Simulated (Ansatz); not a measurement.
The starting structures come from a database of crystals and need not be the phases stable at ambient conditions.

 Where the default PAW files enter, the runs use the earlier of Ansatz's two default sets.

Inside the gap of an insulator the Bloch states are evanescent, with a wavenumber k + iκ along the transport direction.

Input:

```
RbIO3
1.0
    6.37546     0.00000     0.00000
   -3.18773     5.52131     0.00000
    3.18773     1.84044     2.62211
Rb I O
1 1 3
Direct
  0.96872   0.48436   0.54692
  0.99790   0.99895   0.00315
  0.36153   0.39806   0.67500
  0.92694   0.96347   0.67500
  0.36153   0.96347   0.67500
```

Space group of this cell: R3m. The cell is taken as given.

Transport runs along the normal of the first two printed cell vectors, the (001) plane of the conventional cell.

No gap correction and no spin-orbit coupling; mid-gap values are interpolated between computed energies.

### Question
State the band gap and the smallest decay constant κ at mid-gap according to r2SCAN in Ansatz (an electronic-structure program).

### Answer
Gap 3.18 eV on a 12×12×12 mesh; κ = 0.400 1/Å, at the zone centre.
